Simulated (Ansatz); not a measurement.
# Ir: Ir → Au

The reference is Ir in the fcc (Cu type) structure (space group Fm-3m, No. 225; a = 3.8450 Å).

One thing is altered: Au takes the place of Ir on all its sites, then cell and atoms are relaxed.

The values are results of Kohn–Sham DFT with the r2SCAN functional, run in Ansatz (a program for electronic structure) with PAW and 500 eV plane waves, no SOC, earlier PAW set, not measurements. Settings: 19×19×19 k-points, 0.05 eV Fermi–Dirac smearing, for the changed cell.

- Volume per atom = 17.53 Å³ (base 14.21 Å³)
- Lattice parameter a = 4.124 Å (base 3.845 Å)
- Space group = Fm-3m (No. 225) (base Fm-3m (No. 225))
- Shortest interatomic distance = 2.916 Å (base 2.719 Å)
- Band gap = zero (base zero)

Cost of the whole job for the changed cell (relaxation, final SCF and bands): about 90 core-seconds (a rough figure).

Stability against distortions was not tested. All final runs are without spin polarisation.
